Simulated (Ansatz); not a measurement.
Input:

```yaml
crystal:
  lattice:
    - [0.00000, 2.93940, 2.93940]
    - [2.93940, 0.00000, 2.93940]
    - [2.93940, 2.93940, 0.00000]
  atoms:
    - { symbol: In, position: [0.00000, 0.00000, 0.00000] }
    - { symbol: P, position: [0.25000, 0.25000, 0.25000] }
```

These are r2SCAN, rigid bands (plane waves, PAW, scalar-relativistic; Ansatz, a program for electronic structure) values and carry that method's errors. Condition of this run: functional r2SCAN on the same cell. How the cell was made: cell and atoms relaxed with PBEsol.

Problem. Predict the electron conductivity mass (n e² τ/σ) at 300 K, by direction if it differs.

Solution. 0.089 mₑ.

Problem. And the band gap?

Solution. 1.11 eV at this level; semilocal functionals usually fall short of the measured gap.

Rigid bands, one relaxation time for all states, no polarons. Spin-orbit coupling is left out; where it splits the top of the valence band it changes the hole mass and lowers the gap by about a third of the splitting. Geometry: cell and atoms relaxed with PBEsol.
